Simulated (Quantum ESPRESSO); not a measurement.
## Cost against accuracy: conv_thr for V3Ge (Pm-3n, 8 atoms in the cell)

Cell: a = 4.7750 Å, b = 4.7750 Å, c = 4.7750 Å, α = 90.00°, β = 90.00°, γ = 90.00°.

Computed with PBEsol, PseudoDojo standard norm-conserving (PBESOL) pseudopotentials (plane waves; Quantum ESPRESSO).

Base settings: ecutwfc = 85 Ry; occupations = smearing; smearing = marzari-vanderbilt; degauss = 0.0099958 Ry; nspin = 2; potentials = {Ge: Ge.upf, V: V.upf}; K_POINTS = automatic 3 3 3 0 0 0; conv_thr = 1e-10 Ry; mixing_beta = 0.3.

Misses are taken against the tightest run, 1e-13 Ry, which need not be fully converged itself.

Core times come from one kind of shared machine and are given to one figure; runs under 30 s give none.

The starting cell comes from a database of published, mostly measured structures (it also holds non-ambient and calculated ones), without a prior relaxation at this level. The moments shrank to a small part of their start, a low-spin state that need not be the lowest. In the base run, with a pressure of about -8 GPa the cell is away from its equilibrium volume at this level. Without a gap this mesh is coarse (it stands for a supercell whose shortest vector is 14 Å).

| conv_thr | pressure less reference (GPa) | core time / reference (rough) |
|---|---|---|
| 0.0001 Ry | 1.34 | 0.5 |
| 1e-05 Ry | 0.33 | 0.5 |
| 1e-07 Ry | 0.04 | 0.6 |
| 1e-09 Ry | 0.00 | 0.8 |
| 1e-10 Ry | 0.00 | 0.9 |
| 1e-11 Ry | 0.00 | 0.9 |
| 1e-13 Ry | 0.00 | 1 |

Coarsest setting among those run that, with all tighter ones, holds the pressure within 0.5 GPa of the reference: 1e-05 Ry, off by 0.33 GPa; its saving against the reference is no more than about a factor of 2 in time.

Coarsest setting among those run that, with all tighter ones, holds the pressure within 0.1 GPa of the reference: 1e-07 Ry, off by 0.035 GPa; its saving against the reference is no more than about a factor of 2 in time.

Left out of this page: 1 run of the series outside the window shown, repeating another row's setting, or not comparable.
